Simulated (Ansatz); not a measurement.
For CaO (Fm-3m, No. 225, 8 atoms in the cell; start mp-1079707), LDA (plane waves, PAW; Ansatz, a first-principles code) gives:

| Quantity | Value |
|---|---|
| lattice constant a | 4.708 Å |
| bulk modulus B0 | 129 GPa |
| cohesive energy | 6.35 eV/atom |

Q: What does PBE (plane waves, PAW; Ansatz) give for the same quantities?

A: 
- lattice constant a: 4.831 Å (goes up by 2.6 %)
- bulk modulus: 106 GPa (decreases by 18 %)
- cohesive energy: 5.46 eV/atom (drops by 0.89 eV/atom)

Changes are worked out from the printed values.

Unless a cell is named, each level is at its own relaxed cell (LDA 13.04, PBE 14.09 Å³/atom).

Caveats: the bulk modulus is −V dP/dV from two relaxed cells at ±2 % in volume (LDA, PBE); the relaxation could not lower the start's symmetry, so the cell can be a saddle point above a distorted one (LDA, PBE). Ansatz's density-functional and Hartree–Fock values are scalar-relativistic unless marked +SOC, with PAW data made under PBE.

A start named mp-… is a Materials Project structure, which need not be a measured phase.
